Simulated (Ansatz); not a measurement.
System: SiO₂ (P4₁2₁2, No. 92). Method: rVV10 (Ansatz, an electronic-structure program, PAW).

Numerical settings: plane-wave cutoff 500 eV, 6×6×6 k mesh, gaussian smearing 0.02 eV, scalar-relativistic PAW data made under PBE.

Cell (relaxed at this level):

O2Si has the tetragonal space group P4₁2₁2 (No. 92), Pearson symbol tP12. Cell: a = b = 4.944 Å, c = 6.816 Å, α = β = γ = 90.00°. Si on 4a has 4 O at 1.629 Å (tetrahedral). O on 8b has 2 Si at 1.629 Å (bent). (Neighbours: up to the widest gap in distance over summed covalent radii, below 1.35, at either atom.)

**Question.** What does this level give for the band gap?

**Answer.** 
- band gap: 5.27 eV (on the SCF k mesh)
